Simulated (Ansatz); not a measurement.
Density of states of La$_{2}$O$_{3}$ (P-3m1) below the valence band maximum, PBEsol, rigid bands (Ansatz, a program for electronic structure); cell volume 79.8 Å³.

(energy from edge (eV), 10⁻³ states/eV/cell): (0.006, 890); (0.031, 3300); (0.056, 3500); (0.081, 3610); (0.106, 4250); (0.131, 5150); (0.156, 8580); (0.181, 8440); (0.206, 9360); (0.231, 7790); (0.256, 7550); (0.281, 8750); (0.319, 10900); (0.344, 11500); (0.369, 12500); (0.394, 10600); (0.419, 10500); (0.444, 10100); (0.469, 8870); (0.494, 7130); (0.519, 7050); (0.544, 9320); (0.569, 10900); (0.594, 11600)

### Question
What effective density of states at 300 K does this give (∫ g(E) exp(−E/k_BT) dE, both spins, divided by the cell's size)?

### Answer
6.9e20 cm⁻³, a density-of-states mass of 9.1 mₑ, valleys and band degeneracy included.

Spin-orbit coupling is left out; where it splits the top of the valence band, N_v and the p-type Seebeck coefficient come out somewhat high without it. Geometry: cell and atoms relaxed with PBEsol.
